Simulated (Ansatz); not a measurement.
FeCo, pressure series

Base system: FeCo in the CsCl type structure (space group Pm-3m, No. 221; a = 2.800 Å; ferromagnetic).

Cell and atoms are relaxed at each pressure.

Method: PBEsol in Ansatz (plane waves to 420 eV, PAW, no spin-orbit coupling), earlier PAW set.

Notes on the quantities. enthalpy: H = E + PV relative to the base's energy.

```csv
change,density,enthalpy
base,8.68 g/cm³,–
pressure −2 GPa,8.60 g/cm³,-0.14 eV/atom
pressure −1 GPa,8.64 g/cm³,-0.07 eV/atom
pressure 0.9 GPa,8.72 g/cm³,+0.06 eV/atom
pressure 2.1 GPa,8.76 g/cm³,+0.14 eV/atom
pressure 4.5 GPa,8.85 g/cm³,+0.31 eV/atom
pressure 9 GPa,9.02 g/cm³,+0.60 eV/atom
pressure 15 GPa,9.22 g/cm³,+1.00 eV/atom
pressure 22.5 GPa,9.45 g/cm³,+1.47 eV/atom
pressure 30 GPa,9.66 g/cm³,+1.94 eV/atom
```

Other magnetic orders, which the real material may have, were not ruled out. Load acts through the strain it causes; cell and atoms are relaxed under it. Stability against distortions was not tested. Competing high-pressure phases were not computed.

Ansatz is a quantum-chemistry and plane-wave program.
